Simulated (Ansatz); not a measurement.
Consider TiO$_{2}$ in the anatase structure (space group I4_1/amd, No. 141; a = 3.799 Å, c = 9.701 Å).

Level of theory: Ansatz (a first-principles code), PBE, PAW, cutoff 420 eV, no spin-orbit coupling.

Strains are applied to the cell and any free atomic positions relax.

One change was made to it. Results:

```csv
quantity,base,after
band gap,2.13 eV,2.20 eV
"pressure (mean of the normal stresses, compression positive)",0.0 kbar,161.4 kbar
smallest direct gap,2.43 eV,2.59 eV
```

Task: Which change produced these results?
(A) isotropic strain −0.60 %
(B) isotropic strain −1.20 %
(C) isotropic strain −2.40 %
(D) isotropic strain −1.80 %
(E) isotropic strain −3.00 %

Result: C, isotropic strain −2.40 %. For comparison, the pressure in the other runs: isotropic strain −0.60 % gives 35.4 kbar; isotropic strain −1.80 % gives 115.9 kbar; isotropic strain −3.00 % gives 210.8 kbar; isotropic strain −1.20 % gives 74.0 kbar.

Gaps are read on the SCF mesh and a high-symmetry path. Stability against distortions was not tested. All final runs are without spin polarisation.
